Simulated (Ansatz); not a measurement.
Phonon-limited resistivity of TiRe (Pm-3m) against temperature in μΩ·cm, PBEsol, DFPT electron-phonon coupling, linearised Boltzmann equation (Ansatz, a quantum-chemistry and plane-wave program), harmonic crystal at a fixed cell.

```json
[
 {"T": "50 K", "ρ": "0.193"},
 {"T": "77 K", "ρ": "0.62"},
 {"T": "100 K", "ρ": "?"},
 {"T": "150 K", "ρ": "?"},
 {"T": "200 K", "ρ": "3.3"},
 {"T": "250 K", "ρ": "4.4"},
 {"T": "273 K", "ρ": "4.9"},
 {"T": "300 K", "ρ": "5.5"},
 {"T": "350 K", "ρ": "6.6"},
 {"T": "400 K", "ρ": "7.7"},
 {"T": "500 K", "ρ": "9.9"},
 {"T": "600 K", "ρ": "12.0"},
 {"T": "800 K", "ρ": "16.5"}
]
```

Question: What belongs in the gaps?

Answer: 
- 100 K, ρ: 1.08
- 150 K, ρ: 2.2

A metal at this level (no band gap). Only scattering by harmonic phonons is included (no impurities, grain boundaries, electron-electron scattering or thermal expansion). Spin-orbit coupling is left out, which matters with elements this heavy. Halving the electron mesh (28x28x28) moves the resistivity by up to 8 %. Smearing 0.20 eV; phonons on a 5x5x5 q mesh, which this run doesn't test and which matters most at low temperature.

Formula and space group known from diffraction (Crystallography Open Database), not checked to be the room-temperature form: TiRe (Pm-3m).
